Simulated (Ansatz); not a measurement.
A computed series for TiO2: response to strain

Start from TiO₂ in the anatase structure (space group I4_1/amd, No. 141; a = 3.770 Å, c = 9.552 Å). Axes: x, y, z lie along a, b, c of the conventional cell.

Strains are applied to the cell and any free atomic positions relax.

Computed with Ansatz (a quantum-chemistry and plane-wave program), PBEsol, PAW, cutoff 420 eV, without spin-orbit coupling.

Notes on the quantities. energy relative to the base: free energy F; pressure: mean of the normal stresses, compression positive.

```tsv
change	energy relative to the base	band gap	largest internal atomic displacement	pressure	smallest direct gap
base	0 meV/atom	2.11 eV	–	0.00 GPa	2.44 eV
tensor shear ε_xz = +1.67 %	+1.8 meV/atom	2.12 eV	0.047 Å	-0.09 GPa	2.45 eV
tensor shear ε_xz = +1.33 %	+1.2 meV/atom	2.11 eV	0.037 Å	-0.06 GPa	2.45 eV
tensor shear ε_xz = +0.67 %	+0.3 meV/atom	2.11 eV	0.019 Å	-0.02 GPa	2.44 eV
tensor shear ε_xz = +0.33 %	+0.1 meV/atom	2.11 eV	–	0.00 GPa	2.44 eV
tensor shear ε_xz = +1.00 %	+0.7 meV/atom	2.11 eV	0.028 Å	-0.03 GPa	2.45 eV
tensor shear ε_xz = +2.00 %	+2.6 meV/atom	2.12 eV	0.056 Å	-0.12 GPa	2.45 eV
```

Stability against distortions was not tested. The final runs are not spin-polarised.
